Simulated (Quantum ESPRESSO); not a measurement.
A self-consistent single point of Ni3Fe (Pm-3m, 4 atoms in the cell) with Quantum ESPRESSO.

Method: PBE, PSlibrary ultrasoft (PBE) pseudopotentials (plane waves; Quantum ESPRESSO 7.5).

```yaml
crystal:
  lattice:
    - [3.58763, 0.00000, 0.00000]
    - [0.00000, 3.58763, 0.00000]
    - [0.00000, 0.00000, 3.58763]
  atoms:
    - { symbol: Fe, position: [0.00000, 0.00000, 0.00000], spin: 3.0 }
    - { symbol: Ni, position: [0.00000, 0.50000, 0.50000], spin: 0.5 }
    - { symbol: Ni, position: [0.50000, 0.00000, 0.50000], spin: 0.5 }
    - { symbol: Ni, position: [0.50000, 0.50000, 0.00000], spin: 0.5 }
```
(The spins are starting values, not results.)

Reference input (self-consistent single point, DFT, PBE, plane waves, PSlibrary ultrasoft (PBE) pseudopotentials): ecutwfc = 55 Ry; ecutrho = 330 Ry; occupations = smearing; smearing = fermi-dirac; degauss = 0.0036749 Ry; nspin = 2; potentials = {Fe: Fe.pbe-n-rrkjus_psl.1.0.0.UPF, Ni: Ni.pbe-n-rrkjus_psl.1.0.0.UPF}; K_POINTS = automatic 7 7 7 0 0 0; conv_thr = 1e-09 Ry; mixing_beta = 0.3. This run's input differs from it in these lines:

```diff
@@ -35,3 +35,3 @@
 K_POINTS {automatic}
-7 7 7  0 0 0
+6 6 6  0 0 0
```

Output (repeated stretches shortened):

```
     Self-consistent Calculation

     iteration #  1     ecut=    55.00 Ry     beta= 0.30

     total energy              =    -361.53492589 Ry
     estimated scf accuracy    <       3.29209041 Ry

     total magnetization       =     4.22 Bohr mag/cell
     absolute magnetization    =     4.23 Bohr mag/cell

     iteration #  2     ecut=    55.00 Ry     beta= 0.30

     total energy              =    -362.41316863 Ry
     estimated scf accuracy    <      20.78763234 Ry

     total magnetization       =     1.82 Bohr mag/cell
     absolute magnetization    =     1.82 Bohr mag/cell

     iteration #  3     ecut=    55.00 Ry     beta= 0.30

   [... lines left out ...]

     iteration # 34     ecut=    55.00 Ry     beta= 0.30

     total energy              =    -362.99774534 Ry
     estimated scf accuracy    <          1.7E-09 Ry

     total magnetization       =     4.91 Bohr mag/cell
     absolute magnetization    =     5.42 Bohr mag/cell

     iteration # 35     ecut=    55.00 Ry     beta= 0.30

     Magnetic moment per site  (integrated on atomic sphere of radius R)
     atom   1 (R=0.292)  charge=  6.4602  magn=  2.9672
     atom   2 (R=0.292)  charge=  8.7941  magn=  0.7010
     atom   3 (R=0.292)  charge=  8.7941  magn=  0.7010
     atom   4 (R=0.292)  charge=  8.7941  magn=  0.7010
     End of self-consistent calculation

     the Fermi energy is    12.9467 ev

!    total energy              =    -362.99774534 Ry
     estimated scf accuracy    <          2.1E-10 Ry
     smearing contrib. (-TS)   =      -0.00173898 Ry
     internal energy E=F+TS    =    -362.99600636 Ry

     total magnetization       =     4.91 Bohr mag/cell
     absolute magnetization    =     5.42 Bohr mag/cell

     convergence has been achieved in  35 iterations

     Forces acting on atoms (cartesian axes, Ry/au):

     atom    1 type  1   force =     0.00000000    0.00000000    0.00000000
   [... zero for the other atoms too ...]

     Total force =     0.000000     Total SCF correction =     0.000000

          total   stress  (Ry/bohr**3)                   (kbar)     P=      -62.54
  -0.00042512   0.00000000   0.00000000          -62.54        0.00        0.00
   0.00000000  -0.00042512   0.00000000            0.00      -62.54        0.00
   0.00000000   0.00000000  -0.00042512            0.00        0.00      -62.54

   JOB DONE.
```

The run converged in 35 iterations. Against the reference run the free energy goes down by 2.6 meV/atom, the pressure goes from -6.01 to -6.25 GPa and the size of the net moment moves little (1.25 to 1.23 μB/atom).

The starting cell has typed, rounded lattice constants, without a prior relaxation at this level. Its lattice was rescaled by a random factor within 2.5 % of one. The magnetic order is the one reached from the typed start; others were not searched systematically. With a pressure of about -6 GPa the cell is away from its equilibrium volume at this level.

Cost on one core of a shared machine: roughly 2 min.
